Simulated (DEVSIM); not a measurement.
Structure: illuminated Si n-on-p cell, one wavelength, with a back-surface field, at 300 K.

Layer 1 from the left is Si, thickness (μm) 1.00, Nd (cm⁻³) 1.1e19, τn (s) 4.9e-6, τp (s) 5.6e-6, absorption coefficient (cm⁻¹) 15000. Layer 2 from the left is Si, thickness (μm) 86.0, Na (cm⁻³) 2.2e15, τn (s) 1.2e-5, τp (s) 1.2e-5, absorption coefficient (cm⁻¹) 15000. Layer 3 from the left is Si, thickness (μm) 4.50, Na (cm⁻³) 1.7e18, τn (s) 1.2e-5, τp (s) 1.2e-5, absorption coefficient (cm⁻¹) 15000.

Left contact: ohmic, minority hole recombination velocity 20000 cm/s. Right contact: ohmic, minority electron recombination velocity 1e6 cm/s. Voltage is applied to the left contact. Recombination: SRH at mid-gap, radiative, Auger. Light enters at the left, 2e17 photons cm⁻² s⁻¹, one pass, no reflection. Mobility is constant in doping.

The device is made up for the run: typed textbook-type constants, with dimensions and the other settings drawn at random. Values at 300 K.

Si: gap (eV) 1.124, affinity (eV) 4.05, permittivity 11.7, Nc (cm⁻³) 2.86e19, Nv (cm⁻³) 3.1e19, μn (cm²/Vs) 1417, μp (cm²/Vs) 470, B (cm³/s) 4.7e-15, Cn (cm⁶/s) 2.8e-31, Cp (cm⁶/s) 9.9e-32.

Simulated with DEVSIM: 1D drift-diffusion, Boltzmann statistics, complete ionisation; no tunnelling, impact ionisation, image-force lowering or self-heating.

Task: What does the simulation give for the short-circuit current, the open-circuit voltage, the potential step across the device at zero bias, the dark forward voltage at 1 A/cm²?

Result: short-circuit current 29.6 mA/cm²; open-circuit voltage 0.579 V; potential step across the device at zero bias 1.024 V; dark forward voltage at 1 A/cm² 0.705 V.
